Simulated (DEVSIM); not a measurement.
## Si p+/n-/n+ power diode

Device: Si p+/n-/n+ power diode, at 300 K.

```tsv
layer (left to right)	material	thickness (μm)	Nd (cm⁻³)	Na (cm⁻³)	τn (s)	τp (s)
1	Si	3.30	-	1.7e18	0.00036	0.00036
2	Si	17.0	4.1e14	-	0.00036	0.00036
3	Si	7.20	3e16	-	0.00036	0.00036
```

Left contact: ohmic. Right contact: ohmic. Voltage is applied to the left contact. Recombination: SRH at mid-gap, Auger. Mobility is constant in doping.

Constants are typed, rounded textbook-type inputs, not results; the design itself was drawn at random and stands for no fabricated device. Values at 300 K.

| parameter | Si |
|---|---|
| gap (eV) | 1.124 |
| affinity (eV) | 4.05 |
| permittivity | 11.7 |
| Nc (cm⁻³) | 2.86e19 |
| Nv (cm⁻³) | 3.1e19 |
| μn (cm²/Vs) | 1417 |
| μp (cm²/Vs) | 470 |
| Cn (cm⁶/s) | 2.8e-31 |
| Cp (cm⁶/s) | 9.9e-32 |

Model (solved in DEVSIM): 1D drift-diffusion, Boltzmann statistics, complete ionisation; no tunnelling, impact ionisation, image-force lowering or self-heating.

Potential step across the device at zero bias: 0.872 V
Dark forward voltage at 1 A/cm²: 0.657 V
Dark forward voltage at 100 A/cm²: 0.808 V

Dark reverse current:

| V (V) | J (A/cm²) |
|---|---|
| -1.00 | -2.9e-10 |
| -2.50 | -5.2e-10 |
| -5.00 | -7.9e-10 |
| -7.50 | -1.0e-9 |
| -10.00 | -1.2e-9 |
| -15.00 | -1.5e-9 |
| -20.00 | -1.7e-9 |
| -25.00 | -2.0e-9 |
| -32.50 | -2.2e-9 |
| -40.00 | -2.5e-9 |
| -50.00 | -2.8e-9 |

Small-signal capacitance in reverse bias (quasi-static):

```json
[
 {"V (V)": "-1", "C (nF/cm²)": "4.60"},
 {"V (V)": "-2.5", "C (nF/cm²)": "3.30"},
 {"V (V)": "-5", "C (nF/cm²)": "2.46"},
 {"V (V)": "-7.5", "C (nF/cm²)": "2.04"},
 {"V (V)": "-10", "C (nF/cm²)": "1.79"},
 {"V (V)": "-15", "C (nF/cm²)": "1.47"},
 {"V (V)": "-20", "C (nF/cm²)": "1.28"},
 {"V (V)": "-25", "C (nF/cm²)": "1.15"},
 {"V (V)": "-32.5", "C (nF/cm²)": "1.01"},
 {"V (V)": "-40", "C (nF/cm²)": "0.914"},
 {"V (V)": "-50", "C (nF/cm²)": "0.819"}
]
```
